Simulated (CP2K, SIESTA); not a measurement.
A CP2K input for a self-consistent single point of WSi₂ (I4/mmm, 3 atoms in the cell) (DFT LDA (Pade form), GPW, DZVP-MOLOPT-SR-GTH basis, GTH-PADE potentials (GTH_POTENTIALS)):

```
&GLOBAL
  PROJECT calc
  RUN_TYPE ENERGY_FORCE
  PRINT_LEVEL LOW
&END GLOBAL
&FORCE_EVAL
  METHOD Quickstep
  STRESS_TENSOR ANALYTICAL
  &DFT
    BASIS_SET_FILE_NAME BASIS_MOLOPT
    POTENTIAL_FILE_NAME GTH_POTENTIALS
    &QS
      METHOD GPW
      EPS_DEFAULT 1E-10
    &END QS
    &MGRID
      CUTOFF 500
      REL_CUTOFF 50
      NGRIDS 5
    &END MGRID
    &SCF
      SCF_GUESS ATOMIC
      EPS_SCF 1E-6
      MAX_SCF 100
      ADDED_MOS 5
      &DIAGONALIZATION
        ALGORITHM STANDARD
      &END DIAGONALIZATION
      &MIXING
        METHOD BROYDEN_MIXING
        ALPHA 0.3
        NBUFFER 12
        BETA 1
      &END MIXING
      &SMEAR ON
        METHOD FERMI_DIRAC
        ELECTRONIC_TEMPERATURE [K] 1578.21
      &END SMEAR
    &END SCF
    &KPOINTS
      SCHEME MONKHORST-PACK 10 10 10
      GAMMA_CENTERED T
    &END KPOINTS
    &XC
      &XC_FUNCTIONAL PADE
      &END XC_FUNCTIONAL
    &END XC
    &PRINT
      &MO
        EIGENVALUES T
        OCCUPATION_NUMBERS T
        NDIGITS 8
        FILENAME mo
        &EACH
          QS_SCF 0
        &END EACH
        ADD_LAST NUMERIC
      &END MO
      &MULLIKEN OFF
      &END MULLIKEN
    &END PRINT
  &END DFT
  &SUBSYS
    &CELL
      A 4.54169500 0.00000000 0.00000000
      B 2.25655200 3.94144200 0.00000000
      C -3.39912300 -1.97072100 2.27798400
      PERIODIC XYZ
    &END CELL
    &COORD
      SCALED
      Si       0.66500000     0.66500000     0.00000000
      Si       0.33500000     0.33500000     0.00000000
      W        0.00000000     0.00000000     0.00000000
    &END COORD
    &KIND Si
      BASIS_SET DZVP-MOLOPT-SR-GTH
      POTENTIAL GTH-PADE-q4
    &END KIND
    &KIND W
      BASIS_SET DZVP-MOLOPT-SR-GTH
      POTENTIAL GTH-PADE-q14
    &END KIND
  &END SUBSYS
  &PRINT
    &FORCES ON
    &END FORCES
    &STRESS_TENSOR ON
    &END STRESS_TENSOR
  &END PRINT
&END FORCE_EVAL
```

Q: Translate this input to SIESTA.

A: One input that does it (others would too):

```
# files in the folder: Si.psml W.psml (PseudoDojo LDA standard)
SystemName  WSi2
SystemLabel WSi2

NumberOfAtoms                3
NumberOfSpecies              2
%block ChemicalSpeciesLabel
  1 14 Si
  2 74 W
%endblock ChemicalSpeciesLabel
LatticeConstant              1.0 Bohr
%block LatticeVectors
    -3.043929268    3.043929268    7.424911578
     3.043929268   -3.043929268    7.424911578
     3.043929268    3.043929268   -7.424911578
%endblock LatticeVectors
AtomicCoordinatesFormat      Fractional
%block AtomicCoordinatesAndAtomicSpecies
     0.665000000    0.665000000    0.000000000  1
     0.335000000    0.335000000    0.000000000  1
     0.000000000    0.000000000    0.000000000  2
%endblock AtomicCoordinatesAndAtomicSpecies

XC.functional                LDA
XC.authors                   PW92
PAO.BasisSize                DZP
PAO.EnergyShift              0.01 Ry
MeshCutoff                   350 Ry
%block kgrid.MonkhorstPack
   10   0   0  0.0
    0  10   0  0.0
    0   0  10  0.0
%endblock kgrid.MonkhorstPack
OccupationFunction           FD
ElectronicTemperature        0.136 eV

MaxSCFIterations             150
SCF.Mixer.Method             Broyden
SCF.Mixer.Weight             0.25
SCF.Mixer.History            6
SCF.DM.Tolerance             1.0E-04
Diag.ParallelOverK           true
WriteForces                  true
```

Basis, cutoffs, solver keys and any potentials are the target program's own. This input uses DFT, LDA PW92, numerical atomic orbitals DZP, PseudoDojo LDA standard norm-conserving potentials (rewritten from UPF to PSML). LDA parametrisations can differ slightly between programs.

The starting cell has typed, rounded lattice constants, without a prior relaxation at this level. Its lattice was rescaled by a random factor within 2.5 % of one.
